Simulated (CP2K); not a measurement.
Band structure of Mg₂Sb₂Ba (P-3m1, 5 atoms in the cell).

```xyz
5
Lattice="4.7700 0.0000 0.0000 -2.3850 4.1309 0.0000 0.0000 0.0000 8.1000" Properties=species:S:1:pos:R:3 pbc="T T T"
Mg     0.0000     2.7540     5.0601
Mg     2.3850     1.3770     3.0399
Sb     0.0000     2.7540     2.1708
Sb     2.3850     1.3770     5.9292
Ba     0.0000     0.0000     0.0000
```

Method of the run: PBEsol, GPW, DZVP-MOLOPT-SR-GTH basis, GTH-PBE potentials (GTH_POTENTIALS) (CP2K 2026.2).

Settings: CUTOFF = 1000 Ry; REL_CUTOFF = 60 Ry; SMEAR/METHOD = METHFESSEL_PAXTON; SIGMA = 0.272 eV; KPOINTS/SCHEME = MONKHORST-PACK 7 7 4; GAMMA_CENTERED = T; XC_FUNCTIONAL = PBE:PBESOL; Mg/BASIS_SET = DZVP-MOLOPT-SR-GTH; Mg/POTENTIAL = GTH-PBE-q10; Sb/BASIS_SET = DZVP-MOLOPT-SR-GTH; Sb/POTENTIAL = GTH-PBE-q5; Ba/BASIS_SET = DZVP-MOLOPT-SR-GTH; Ba/POTENTIAL = GTH-PBE-q10; METHOD = GPW.

The starting cell comes from a database of published, mostly measured structures (it also holds non-ambient and calculated ones), without a prior relaxation at this level. Spin-orbit coupling is off. Values carry the incompleteness of an atom-centred basis. The potentials were made for another functional than the one used. The run gives no clean gap (levels at the Fermi energy touch, overlap or are partly filled at this smearing), which alone does not show that the compound is a metal.

Levels in eV from the Fermi level, bands 17 to 22:
```tsv
point	17	18	19	20	21	22
Γ	-1.52	-0.50	-0.44	-0.44	0.97	1.04
M	-2.15	-2.12	-1.89	-1.57	0.46	2.47
K	-3.39	-1.91	-1.91	-1.80	2.73	2.73
A	-1.17	-1.17	-1.03	-1.03	0.85	1.86
L	-2.40	-2.23	-1.10	-1.05	0.87	1.50
H	-2.95	-2.52	-1.86	-1.86	1.82	1.82
```

No band crosses the Fermi level by more than 0.03 eV along this path.

Higher empty bands are left out: an atom-centred basis made for the valence describes them poorly.
